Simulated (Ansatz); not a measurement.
The (301) face of beta tin can be cut between different planes. Symmetric, stoichiometric slabs relaxed in the 1x1 cell (33.7 Å²): top plane Sn, 0.42 Å over the next in the ideal cut; top plane Sn, 1.26 Å over the next in the ideal cut.

Computed with PBE (plane waves to 420 eV, PAW; Ansatz, a first-principles code).

Problem. Put the candidates in order of surface energy, lowest first, for PBE.

Solution. the cut with an outer spacing of 0.42 Å (0.38 J/m²), the cut with an outer spacing of 1.26 Å (0.48 J/m²)
